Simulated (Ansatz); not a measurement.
The structure below was relaxed with PBEsol (Ansatz, an electronic-structure program, PAW, spin-orbit coupling left out).

```xyz
5
Lattice="3.8816 0.0000 0.0000 0.0000 3.8816 0.0000 0.0000 0.0000 3.9238" Properties=species:S:1:pos:R:3 pbc="T T T"
Ti     1.9408     1.9408     1.6278
Y      0.0000     0.0000     0.1468
O      1.9408     1.9408     3.5447
O      1.9408     0.0000     1.4721
O      0.0000     1.9408     1.4721
```

### Question
Find the space group and the Wyckoff positions.

### Answer
Space group P4mm (No. 99); a = 3.8816 Å, b = 3.8816 Å, c = 3.9238 Å, α = 90.00°, β = 90.00°, γ = 90.00°

```json
[
 {"atom": "Ti", "site": "1b", "symmetry": "4mm", "x": "0.5000", "y": "0.5000", "z": "0.4148"},
 {"atom": "Y", "site": "1a", "symmetry": "4mm", "x": "0.0000", "y": "0.0000", "z": "0.0374"},
 {"atom": "O", "site": "1b", "symmetry": "4mm", "x": "0.5000", "y": "0.5000", "z": "0.9034"},
 {"atom": "O", "site": "2c", "symmetry": "2mm.", "x": "0.0000", "y": "0.5000", "z": "0.3752"}
]
```

Whether these cells are dynamically stable was not tested. No Hubbard U is applied, and correlation can decide whether such a compound is a metal. The final runs are not spin-polarised. An odd electron count without spin: YTiO3. The cell was made from BaTiO3 by this change: Ba → Y; the result is a hypothetical phase, not in the database extracts checked.
